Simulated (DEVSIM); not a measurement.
System: Ni/SiO2/p-Ge capacitor, at 300 K.

| layer (left to right) | material | thickness (nm) | Na (cm⁻³) |
|---|---|---|---|
| 1 | SiO2 | 6.20 | - |
| 2 | Ge | 5000 | 1.4e16 |

Metal gate on the left, work function 5.1 eV. Fixed charge at the semiconductor interface 1.1e12 cm⁻² (in units of +e); interface traps 9.5e10 cm⁻² eV⁻¹, uniform in energy, neutral level at 0.5 of the gap above the valence band.

Constants are typed, rounded textbook-type inputs, not results; the design itself was drawn at random and stands for no fabricated device. Values at 300 K.

```tsv
parameter	SiO2	Ge
gap (eV)	9	0.664
affinity (eV)	0.9	4
permittivity	3.9	16
Nc (cm⁻³)	-	1.04e19
Nv (cm⁻³)	-	6e18
```

Model (solved in DEVSIM): 1D Poisson equation in equilibrium, Boltzmann statistics, complete ionisation; no quantum confinement or tunnelling. Metal contacts follow the ideal Schottky-Mott rule: no Fermi-level pinning, no interface dipoles.

The interface trap density was swept, all else fixed.

```json
[
 {"interface trap density (cm^-2 eV^-1)": "0", "threshold voltage (band bending 2φF) (V)": "0.70", "flat-band voltage (V)": "0.28", "minimum of the low-frequency capacitance (μF/cm²)": "0.0749"},
 {"interface trap density (cm^-2 eV^-1)": "1e10", "threshold voltage (band bending 2φF) (V)": "0.70", "flat-band voltage (V)": "0.28", "minimum of the low-frequency capacitance (μF/cm²)": "0.0762"},
 {"interface trap density (cm^-2 eV^-1)": "9.5e10", "threshold voltage (band bending 2φF) (V)": "0.70", "flat-band voltage (V)": "0.27", "minimum of the low-frequency capacitance (μF/cm²)": "0.0862"},
 {"interface trap density (cm^-2 eV^-1)": "1e11", "threshold voltage (band bending 2φF) (V)": "0.70", "flat-band voltage (V)": "0.27", "minimum of the low-frequency capacitance (μF/cm²)": "0.0867"},
 {"interface trap density (cm^-2 eV^-1)": "3e11", "threshold voltage (band bending 2φF) (V)": "0.71", "flat-band voltage (V)": "0.26", "minimum of the low-frequency capacitance (μF/cm²)": "0.109"},
 {"interface trap density (cm^-2 eV^-1)": "1e12", "threshold voltage (band bending 2φF) (V)": "0.74", "flat-band voltage (V)": "0.23", "minimum of the low-frequency capacitance (μF/cm²)": "0.171"},
 {"interface trap density (cm^-2 eV^-1)": "2e12", "threshold voltage (band bending 2φF) (V)": "0.79", "flat-band voltage (V)": "0.18", "minimum of the low-frequency capacitance (μF/cm²)": "0.235"}
]
```

From the first row to the last the threshold voltage (band bending 2φF) goes from 0.70 to 0.79. From the first row to the last the flat-band voltage goes from 0.28 to 0.18.
